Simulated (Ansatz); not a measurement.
Si3N4 (model structure, started from the spinel Si type, Fd-3m, No. 227, 14 atoms in the cell) was calculated with LDA (Ansatz, a first-principles code, plane waves, PAW).

Run with plane-wave cutoff 520 eV, 8×8×8 k mesh, Fermi–Dirac smearing 0.01 eV, scalar-relativistic PAW data made under PBE.

Cell (relaxed at this level):

```yaml
crystal:
  lattice:
    - [0.00000, 3.84569, 3.84569]
    - [3.84569, 0.00000, 3.84569]
    - [3.84569, 3.84569, 0.00000]
  atoms:
    - { symbol: Si, position: [0.62500, 0.62500, 0.62500] }
    - { symbol: Si, position: [0.12500, 0.62500, 0.62500] }
    - { symbol: Si, position: [0.62500, 0.12500, 0.62500] }
    - { symbol: Si, position: [0.62500, 0.62500, 0.12500] }
    - { symbol: Si, position: [0.25000, 0.25000, 0.25000] }
    - { symbol: Si, position: [0.00000, 0.00000, 0.00000] }
    - { symbol: N, position: [0.86757, 0.86757, 0.86757] }
    - { symbol: N, position: [0.39729, 0.86757, 0.86757] }
    - { symbol: N, position: [0.86757, 0.39729, 0.86757] }
    - { symbol: N, position: [0.86757, 0.86757, 0.39729] }
    - { symbol: N, position: [0.38243, 0.38243, 0.38243] }
    - { symbol: N, position: [0.85271, 0.38243, 0.38243] }
    - { symbol: N, position: [0.38243, 0.85271, 0.38243] }
    - { symbol: N, position: [0.38243, 0.38243, 0.85271] }
```

**Question.** Predict the band gap and smallest direct gap on the k points sampled.

**Answer.** 
- band gap: 3.36 eV (indirect)
- smallest direct gap on the k points sampled: 3.39 eV

Note: the relaxation could raise the start's symmetry but not lower it, so the cell can be a saddle point.

A model structure was made by putting elements into a prototype or built by hand; it is no filed structure, need not be a known phase, and can be a saddle point held by its symmetry.
